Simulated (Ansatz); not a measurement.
We consider Si2N2Se (Cmc2₁, No. 36, 10 atoms in the cell; start mp-1245915), described by PBE (Ansatz, a program for electronic structure, plane waves, PAW).

Run with plane-wave cutoff 520 eV, 8×8×8 k mesh, Fermi–Dirac smearing 0.01 eV, scalar-relativistic PAW data made under PBE.

Cell (relaxed with PBEsol):

```cif
data_N8Se4Si8
_chemical_formula_sum 'Si8 Se4 N8'
_space_group_name_H-M_alt 'Cmc21'
_space_group_IT_number 36
_space_group_name_Hall 'C 2c -2'
_cell_length_a 10.74797
_cell_length_b 5.58046
_cell_length_c 4.87685
_cell_angle_alpha 90.000
_cell_angle_beta 90.000
_cell_angle_gamma 90.000
loop_
_atom_site_label
_atom_site_type_symbol
_atom_site_symmetry_multiplicity
_atom_site_Wyckoff_symbol
_atom_site_fract_x
_atom_site_fract_y
_atom_site_fract_z
_atom_site_occupancy
Si1 Si 8 b 0.18729 0.35448 0.40991 1
Se1 Se 4 a 0.00000 0.21864 0.26105 1
N1 N 8 b 0.27773 0.12840 0.25637 1
```
(The calculation used a cell of 10 atoms; values per cell refer to that cell.)

**Question.** Predict the band gap and smallest direct gap on the k points sampled.

**Answer.** 
band gap: 2.89 eV (indirect)
smallest direct gap on the k points sampled: 3.15 eV

Note: cell and atoms aren't relaxed at this level (largest force component 0.04 eV/Å, pressure 3.1 GPa).

Spin–orbit coupling is not included.

Static lattice: no zero-point or thermal effects.

A start named mp-… is a Materials Project structure, which need not be a measured phase.
